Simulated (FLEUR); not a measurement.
Band structure of Co (P6_3/mmc, 2 atoms in the cell).

```
CELL_PARAMETERS angstrom
      2.45049     0.00000     0.00000
     -1.22525     2.12219     0.00000
      0.00000     0.00000     3.98616
ATOMIC_POSITIONS crystal
  Co 0.33333 0.66667 0.25000
  Co 0.66667 0.33333 0.75000
```
Moments meant for the start (each program seeds them in its own way; μB, in the order of the atoms Co Co): 3.0 3.0.

Level of theory: PBE, all-electron FLAPW (FLEUR), scalar-relativistic valence.

Settings: Kmax = 3.8 1/bohr; GmaxXC = 15.2 1/bohr; xcFunctional = pbe; jspins = 2; l_soc = F; mode = hist; fermiSmearingEnergy = 0.00183747 Htr; mesh (inpgen div1-3) = 12 12 7; inpgen gamma flag = true; Gmax = 15.2 1/bohr; numbands = 0; maxIterBroyd = 15; imix = Anderson; alpha = 0.05.

The starting cell comes from a database of computed structures (which also holds hypothetical and non-ambient phases and stackings), without a prior relaxation at this level. Its lattice was rescaled by a random factor within 2.5 % of one. Values depend on the basis (sphere radii, cutoffs, local orbitals), which need not be converged.

Levels in eV from the Fermi level, bands 13 to 20 of the first spin channel:
```tsv
point	13	14	15	16	17	18	19	20
Γ	-2.32	-1.91	-1.91	-0.76	-0.76	-0.19	6.77	22.41
M	-2.23	-0.58	-0.51	-0.43	1.46	3.60	10.15	10.78
K	-1.95	-0.87	-0.87	-0.76	4.77	5.68	5.68	12.96
A	-2.72	-2.72	-1.09	-1.09	-1.09	-1.09	15.85	15.85
L	-1.01	-1.01	-0.48	-0.48	1.68	1.68	7.83	7.83
H	-1.90	-1.90	-0.68	-0.68	6.06	6.06	7.77	7.77
```
